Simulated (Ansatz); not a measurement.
Response to strain in InSb

The parent structure is InSb in the rock salt structure (space group Fm-3m, No. 225; a = 6.035 Å; a model cell, its experimental status unchecked). Axes: x, y, z lie along the cube axes.

Strains are applied to the cell and any free atomic positions relax; under biaxial strain the out-of-plane vector relaxes too.

All numbers come from plane-wave PAW DFT at the PBEsol level (Ansatz, a program for electronic structure, 420 eV), scalar-relativistic without spin-orbit coupling.

Candidates:
(a) tensor shear ε_yz = +1.55 %
(b) isotropic strain +0.86 %
(c) biaxial strain −2.49 %, plane normal [001], relaxed out of plane
(d) uniaxial strain ε_zz = −5.13 %
(e) biaxial strain +2.59 %, plane normal [001], relaxed out of plane

Notes on the quantities. energy relative to the base: free energy F.

Question: Order them by energy relative to the base, highest first.

Answer: (d) uniaxial strain ε_zz = −5.13 % (+34 meV/atom), (c) biaxial strain −2.49 %, plane normal [001], relaxed out of plane (+16 meV/atom), (e) biaxial strain +2.59 %, plane normal [001], relaxed out of plane (+14 meV/atom), (b) isotropic strain +0.86 % (+3.1 meV/atom), (a) tensor shear ε_yz = +1.55 % (+0.3 meV/atom)

Without a gap, meshes like the base's 13×13×13 leave anisotropic stresses uncertain by several tenths of a GPa, and small strain energies with them. No phonon test of stability was made. All final runs are without spin polarisation. This is not the structure that InSb has at room temperature and ambient pressure.
